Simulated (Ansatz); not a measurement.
Consider InP in the zinc blende structure (space group F-43m, No. 216).

```
InP
1.0
    0.00000     2.95351     2.95351
    2.95351     0.00000     2.95351
    2.95351     2.95351     0.00000
P In
1 1
Direct
  0.75000   0.75000   0.75000
  0.00000   0.00000   0.00000
```

Cartesian axes are those of the cell as printed.

Level of theory: r2SCAN, PAW, 500 eV (Ansatz, an electronic-structure program; no SOC).

Free-standing slabs (2 atom(s) a layer) normal to [110] with 15 Å of vacuum; in-plane cell held at bulk.

One change was made to it. Results:

The shortest interatomic distance drops by 0.0423 Å (2.558 Å → 2.515 Å); the band gap rises by 0.41 eV, from 1.03 eV to 1.44 eV.

Which of these changes matches the shifts?
(A) 1 layer
(B) 5 layers
(C) 2 layers
(D) 6 layers

D, 6 layers. For comparison, the band gap in the other runs: 5 layers gives 1.39 eV; 2 layers gives 2.10 eV; 1 layer gives 0.32 eV.

No phonon test of stability was made.
